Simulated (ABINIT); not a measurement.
**Worked example: self-consistent single point of Na2TlCuBr6 (Fm-3m, 10 atoms in the cell) in ABINIT**

Method of the run: PBEsol, PAW (JTH v2.0 PBE PAW, files made for PBE) (plane waves; ABINIT).

Input:

```
# Na2TlCuBr6, JTH v2.0 PBE PAW
pp_dirpath "./"
pseudos "Na.GGA_PBE-JTH.xml, Tl.GGA_PBE-JTH.xml, Cu.GGA_PBE-JTH.xml, Br.GGA_PBE-JTH.xml"
acell 7.6662749449 7.6662749449 7.6662749449 Angstrom
rprim
         0.0000000000    0.7071067812    0.7071067812
         0.7071067812    0.0000000000    0.7071067812
         0.7071067812    0.7071067812   -0.0000000000
natom 10
ntypat 4
znucl 11 81 29 35
typat 1 1 2 3 4 4 4 4 4 4
xred
         0.7500000000    0.7500000000    0.7500000000
         0.2500000000    0.2500000000    0.2500000000
         0.0000000000    0.0000000000    0.0000000000
         0.5000000000    0.5000000000    0.5000000000
         0.7374500000    0.2625500000    0.2625500000
         0.2625500000    0.7374500000    0.7374500000
         0.2625500000    0.7374500000    0.2625500000
         0.7374500000    0.2625500000    0.7374500000
         0.2625500000    0.2625500000    0.7374500000
         0.7374500000    0.7374500000    0.2625500000
ecut 30
pawecutdg 60
ixc -116133
occopt 6
tsmear 0.05 eV
nband 58
kptopt 1
ngkpt 3 3 3
nshiftk 1
shiftk 0.5 0.5 0.5
chksymbreak 0
nstep 50
tolvrs 1.0e-12
prtwf 0
prtden 0
enunit 2
```

The program printed (abridged):

```
 Symmetries : space group Fm -3 m (#225); Bravais cF (face-center cubic)

 -outvars: echo values of preprocessed input variables --------
            acell      1.4487160105E+01  1.4487160105E+01  1.4487160105E+01 Bohr
      chksymbreak           0
             ecut      3.00000000E+01 Hartree
           enunit           2
              ixc     -116133
         kptrlatt        3    0    0      0    3    0      0    0    3
          kptrlen      4.34614803E+01
            natom          10
            nband          58
            ngfft          72      72      72
          ngfftdg         108     108     108
             nkpt           6
            nstep          50
             nsym          48
           ntypat           4
           occopt           6
        pawecutdg      6.00000000E+01 Hartree
            rprim      0.0000000000E+00  7.0710678120E-01  7.0710678120E-01
                       7.0710678120E-01  0.0000000000E+00  7.0710678120E-01
                       7.0710678120E-01  7.0710678120E-01 -0.0000000000E+00
           shiftk      5.00000000E-01  5.00000000E-01  5.00000000E-01
          spgroup         225
           tolvrs      1.00000000E-12
           tsmear      1.83746627E-03 Hartree
            typat      1  1  2  3  4  4  4  4  4  4
           useylm           1
             xred      7.5000000000E-01  7.5000000000E-01  7.5000000000E-01
                       2.5000000000E-01  2.5000000000E-01  2.5000000000E-01
                       0.0000000000E+00  0.0000000000E+00  0.0000000000E+00
                       5.0000000000E-01  5.0000000000E-01  5.0000000000E-01
                       7.3745000000E-01  2.6255000000E-01  2.6255000000E-01
                       2.6255000000E-01  7.3745000000E-01  7.3745000000E-01
                       2.6255000000E-01  7.3745000000E-01  2.6255000000E-01
                       7.3745000000E-01  2.6255000000E-01  7.3745000000E-01
                       2.6255000000E-01  2.6255000000E-01  7.3745000000E-01
                       7.3745000000E-01  7.3745000000E-01  2.6255000000E-01
            znucl       11.00000   81.00000   29.00000   35.00000

== DATASET  1 ==================================================================

 Real(R)+Recip(G) space primitive vectors, cartesian coordinates (Bohr,Bohr^-1):
 R(1)=  0.0000000 10.2439692 10.2439692  G(1)= -0.0488092  0.0488092  0.0488092
 R(2)= 10.2439692  0.0000000 10.2439692  G(2)=  0.0488092 -0.0488092  0.0488092
 R(3)= 10.2439692 10.2439692  0.0000000  G(3)=  0.0488092  0.0488092 -0.0488092
 Unit cell volume ucvol=  2.1499818E+03 bohr^3
 Angles (23,13,12)=  6.00000000E+01  6.00000000E+01  6.00000000E+01 degrees

 Coarse grid specifications (used for wave-functions):

 getcut: wavevector=  0.0000  0.0000  0.0000  ngfft=  72  72  72
         ecut(hartree)=     30.000   => boxcut(ratio)=   2.01569

 Fine grid specifications (used for densities):

 getcut: wavevector=  0.0000  0.0000  0.0000  ngfft= 108 108 108
         ecut(hartree)=     60.000   => boxcut(ratio)=   2.13796

   2.53830888E+04                                ecore*ucvol(ha*bohr**3)

_setup2: Arith. and geom. avg. npw (full set) are   16872.815   16872.808
--- !BeginCycle
solver: {iscf: 17, nstep: 50, nline: 4, wfoptalg: 10, }
tolerances: {tolvrs: 1.00E-12, }
...

     iter   Etot(hartree)      deltaE(h)  residm     nres2
 ETOT  1  -422.80073533694    -4.228E+02 3.454E+00 8.407E+01
 ETOT  2  -427.31874475894    -4.518E+00 6.855E-02 1.826E+02
 ETOT  3  -427.01168024029     3.071E-01 9.759E-02 2.705E+01
 ETOT  4  -427.00211192739     9.568E-03 1.549E-02 1.695E+01
 ETOT  5  -426.97180835003     3.030E-02 6.777E-03 1.026E+01
 ETOT  6  -426.96603735861     5.771E-03 6.661E-03 2.021E+00
   [... 16 lines left out ...]
 ETOT 23  -426.96658748377     2.348E-11 1.226E-05 1.388E-10
 ETOT 24  -426.96658748380    -3.308E-11 1.286E-05 2.937E-11
 ETOT 25  -426.96658748380     7.674E-12 7.091E-06 1.151E-11
 ETOT 26  -426.96658748380    -6.764E-12 7.710E-06 1.838E-12
 ETOT 27  -426.96658748378     1.808E-11 4.156E-06 3.303E-13
 At SCF step   27       nres2   =  3.30E-13 < tolvrs=  1.00E-12 =>converged.

 Cartesian components of stress tensor (hartree/bohr^3)
  sigma(1 1)=  5.69047934E-05  sigma(3 2)=  0.00000000E+00
  sigma(2 2)=  5.69047934E-05  sigma(3 1)=  0.00000000E+00
  sigma(3 3)=  5.69047934E-05  sigma(2 1)=  0.00000000E+00

 ----iterations are completed or convergence reached----

 reduced coordinates (array xred) for   10 atoms
       0.750000000000      0.750000000000      0.750000000000
       0.250000000000      0.250000000000      0.250000000000
       0.000000000000      0.000000000000      0.000000000000
       0.500000000000      0.500000000000      0.500000000000
       0.737450000000      0.262550000000      0.262550000000
       0.262550000000      0.737450000000      0.737450000000
       0.262550000000      0.737450000000      0.262550000000
       0.737450000000      0.262550000000      0.737450000000
       0.262550000000      0.262550000000      0.737450000000
       0.737450000000      0.737450000000      0.262550000000
 cartesian forces (eV/Angstrom) at end:
    1     -0.00000000000000     0.00000000000000    -0.00000000000000
    2     -0.00000000000000     0.00000000000000    -0.00000000000000
    3     -0.00000000000000     0.00000000000000    -0.00000000000000
    4     -0.00000000000000     0.00000000000000    -0.00000000000000
    5      0.04765267634831    -0.00000000000000     0.00000000000000
    6     -0.04765267634831    -0.00000000000000     0.00000000000000
    7     -0.00000000000000     0.04765267634831    -0.00000000000000
    8     -0.00000000000000    -0.04765267634831    -0.00000000000000
    9     -0.00000000000000     0.00000000000000     0.04765267634831
   10      0.00000000000000    -0.00000000000000    -0.04765267634831
 frms,max,avg= 2.1310925E-02 4.7652676E-02   0.000E+00  0.000E+00  0.000E+00 e/A
 length scales= 14.487160105264 14.487160105264 14.487160105264 bohr
              =  7.666274944900  7.666274944900  7.666274944900 angstroms
 Fermi (or HOMO) energy (hartree) =  -0.02627   Average Vxc (hartree)=  -0.29065
 Eigenvalues (hartree) for nkpt=   6  k points:
   [... lines left out ...]
 Fermi (or HOMO) energy (eV) =  -0.71491   Average Vxc (eV)=  -7.90888
   [... lines left out ...]
 -14.51369  -14.51369  -11.31704  -11.31701  -11.31701  -11.28865  -11.28865   -7.33627
  -4.70473   -4.38264   -4.38264   -3.72943   -3.70440   -3.70440   -3.50174   -3.50174
  -2.69997   -2.27360   -2.27360   -2.09334   -2.06813   -2.00725   -2.00725   -1.88226
  -1.88226   -1.48306   -1.47710   -1.47710   -1.41562   -0.75892   -0.75892    2.03665
   2.75624    3.24575    3.90868    3.90868    5.64953    5.70600    5.70600    6.15327
   6.36980    6.36980
 prteigrs : prtvol=0 or 1, do not print more k-points.

--- !EnergyTerms
comment             : Components of total free energy in Hartree
kinetic             :  6.27968939187281E+01
hartree             :  1.63491484079477E+02
xc                  : -4.69238953374428E+01
Ewald energy        : -1.99608942317551E+02
psp_core            :  1.18061878202310E+01
local_psp           : -3.92380772280432E+02
spherical_terms     : -2.61474453335859E+01
internal            : -4.26966489450575E+02
'-kT*entropy'       : -9.82983705907832E-05
total_energy        : -4.26966587748946E+02
total_energy_eV     : -1.16183517146309E+04
...

-Cartesian components of stress tensor (GPa)         [Pressure= -1.6742E+00 GPa]
- sigma(1 1)=  1.67419654E+00  sigma(3 2)=  0.00000000E+00
- sigma(2 2)=  1.67419654E+00  sigma(3 1)=  0.00000000E+00
- sigma(3 3)=  1.67419654E+00  sigma(2 1)=  0.00000000E+00

 Calculation completed.
```

The run converged in 27 iterations.

The starting cell comes from a database of computed structures (which also holds hypothetical and non-ambient phases and stackings), without a prior relaxation at this level. Spin polarisation is off, so a magnetic state, if there is one, cannot be reached. The potentials were made for another functional than the one used. The run gives no clean gap (levels at the Fermi energy touch, overlap or are partly filled at this smearing), which alone does not show that the compound is a metal.

These are the values that this program gave, and no reference: the one-centre exchange-correlation terms come from a truncated expansion.

Cost on one core of a shared machine: roughly 20 min.
